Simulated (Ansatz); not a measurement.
## Voigt–Reuss–Hill bulk modulus of white tin (β-Sn) at several levels of theory

No measured value is used here.

| level (code) | value (GPa) | cell (Å³/atom) |
|---|---|---|
| LDA (Ansatz) | ___ | 26.17 |
| PBE (Ansatz) | 47.4 | 28.41 |
| PBEsol (Ansatz) | 55.8 | 26.88 |

Q: Fill in the missing entries.

A: 
- LDA (Ansatz, an electronic-structure program), value (GPa): 59.6

Each level is taken at its own relaxed cell. Ansatz's density-functional and Hartree–Fock values are scalar-relativistic unless marked +SOC, with PAW data made under PBE.
